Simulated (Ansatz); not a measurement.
# ZnSe: uniaxial strain ε_zz = −0.50 %

Take ZnSe in the zinc blende structure (space group F-43m, No. 216; a = 5.633 Å) as the base. Axes: x, y, z lie along the cube axes.

It is then changed as follows: uniaxial strain ε_zz = −0.50 %, all other strain components held at zero, atoms relaxed at fixed cell.

Calculations: PBEsol (Ansatz, an electronic-structure program), scalar-relativistic without spin-orbit coupling. Settings: 10×10×10 k-points, 0.05 eV Fermi–Dirac smearing.

```json
[
 {"quantity": "space group", "base": "F-43m (No. 216)", "changed": "I-4m2 (No. 119)", "shift": "–"},
 {"quantity": "shortest interatomic distance", "base": "2.439 Å", "changed": "2.435 Å", "shift": "-0.004 Å"},
 {"quantity": "energy relative to the base (free energy F)", "base": "0 meV/atom", "changed": "+0.2 meV/atom", "shift": "+0.2 meV/atom"},
 {"quantity": "pressure (mean of the normal stresses, compression positive)", "base": "0.00 GPa", "changed": "0.33 GPa", "shift": "+0.33 GPa"},
 {"quantity": "band gap", "base": "1.24 eV", "changed": "1.25 eV", "shift": "+0.01 eV"},
 {"quantity": "gap character", "base": "direct at Γ", "changed": "direct at Γ", "shift": "–"},
 {"quantity": "electron mass", "base": "0.091 mₑ (at Γ)", "changed": "0.092 mₑ (at Γ)", "shift": "–"},
 {"quantity": "valence-band top at Γ (three highest levels, from the VBM)", "base": "0.00, 0.00, 0.00 eV", "changed": "0.00, -0.02, -0.02 eV", "shift": "–"},
 {"quantity": "valley order (the lowest conduction-band minima on the path, energy above the VBM, named in the base's zone)", "base": "Γ 1.24 eV; L along ⟨111⟩ 2.48 eV", "changed": "Γ 1.25 eV; L along [1-11] 2.48 eV", "shift": "–"},
 {"quantity": "stress (xx, yy, zz, yz, xz, xy; compression positive)", "base": "–", "changed": "(0.27, 0.27, 0.45, 0.00, 0.00, 0.00) GPa", "shift": "–"}
]
```

Cost of the whole job for the changed cell (relaxation, final SCF and bands): very roughly 17 core-seconds.

Masses are band curvatures over ±0.01 Å⁻¹ around the edge. Whether these cells are dynamically stable was not tested. Labels are those of the standard path for the cell's own space group.
